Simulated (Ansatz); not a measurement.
The starting structures come from a database of crystals and need not be the phases stable at ambient conditions.

The decay constant κ of evanescent states in the gap governs leakage through a thin film.

Consider the following.

```
CELL_PARAMETERS angstrom
      5.84342     0.00000     0.00000
      0.00000     7.17867     0.00000
      2.92171     0.00000     5.06055
ATOMIC_POSITIONS crystal
  Ba 0.33333 0.33588 0.33333
  Ba 0.66667 0.66412 0.66667
  Ba 0.00000 0.00000 0.00000
  Mg 0.00000 0.50000 0.00000
  Ta 0.33333 0.82325 0.33333
  Ta 0.66667 0.17675 0.66667
  O  0.82791 0.32458 0.82791
  O  0.17209 0.67542 0.17209
  O  0.34418 0.32458 0.82791
  O  0.65582 0.67542 0.17209
  O  0.82791 0.32458 0.34418
  O  0.17209 0.67542 0.65582
  O  0.00000 0.00000 0.50000
  O  0.50000 0.00000 0.00000
  O  0.50000 0.00000 0.50000
```

Space group of this cell: P-3m1. The cell is taken as given; by r2SCAN its mean pressure is -5.2 GPa.

Transport runs along the normal of the first two printed cell vectors, the (100) plane of the conventional cell.

The gap is the functional's own. No spin-orbit coupling. Mid-gap values are interpolated on the energy grid.

**Question.** Estimate the band gap and the smallest decay constant κ at mid-gap that r2SCAN run with Ansatz (an electronic-structure program) returns for this system.

**Answer.** Gap 3.78 eV on a 6×4×6 mesh; κ = 0.358 1/Å, at the zone centre.
